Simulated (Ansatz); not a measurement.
A 16-atom cell of (Ni,Pt)Ge started in the MnP type structure, site fractions Ni 0.875, Pt 0.125, short-range order -0.14 among the nearest mixed sites of the first mixed sublattice (0 is random, a negative value favours unlike neighbours), space group Cm at the end. The mixed sublattice has 8 sites.

The mixing enthalpy is taken against the end members in the MnP type type (which need not be the stable form of every end member), relaxed in the same cell and mesh.

Method: PBE (plane waves to 420 eV, PAW; Ansatz, an electronic-structure program). Spin–orbit coupling is left out; the runs are not spin-polarised. Its k-point mesh 6×6×6, Fermi–Dirac width 0.05 eV.

```csv
cell,energy at zero smearing (eV)
NiGe,-81082.512
PtGe,-134551.459
Ni7PtGe8,-87766.079
```

Q: Work out the mixing enthalpy per mixed site and the interaction parameter Ω of a regular solution.

A: With x = 1/8 of the second end member, ΔH = [-87766.079 − 7/8 × (-81082.512) − 1/8 × (-134551.459)] / 8 = 6.4 meV against the separate end members. Ω = ΔH / x(1 − x) = 59 meV.
